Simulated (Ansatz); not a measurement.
The starting structures come from a database of crystals and need not be the phases stable at ambient conditions.

The decay constant κ of evanescent states in the gap governs leakage through a thin film.

Consider the following.

```
Ba2LaTaO6
1.0
    6.15037     0.00000     0.00000
   -0.07770     8.60957     0.00000
    0.00000     0.00000     6.09157
Ba La Ta O
4 2 2 12
Direct
  0.49445   0.75167   0.50916
  0.50555   0.24833   0.49084
  0.00555   0.74833   0.00916
  0.99445   0.25167   0.99084
  0.50000   0.50000   0.00000
  0.00000   0.00000   0.50000
  0.00000   0.50000   0.50000
  0.50000   0.00000   0.00000
  0.56734   0.77326   0.99423
  0.43266   0.22674   0.00577
  0.93266   0.72674   0.49423
  0.06734   0.27326   0.50577
  0.21333   0.53677   0.74290
  0.78667   0.46323   0.25710
  0.28667   0.96323   0.24290
  0.71333   0.03677   0.75710
  0.23761   0.53623   0.28163
  0.76239   0.46377   0.71837
  0.26239   0.96377   0.78163
  0.73761   0.03623   0.21837
```

Space group of this cell: P2_1/c. The cell is taken as given; by r2SCAN its mean pressure is 0.7 GPa.

Transport runs along the normal of the first two printed cell vectors.

The gap is the functional's own. No spin-orbit coupling. Mid-gap values are interpolated on the energy grid.

Problem. Estimate the band gap and the smallest decay constant κ at mid-gap that r2SCAN (Ansatz, an electronic-structure program) returns for this system.

Solution. Gap 4.16 eV on a 6×4×6 mesh; κ = 0.363 1/Å, at the zone centre.
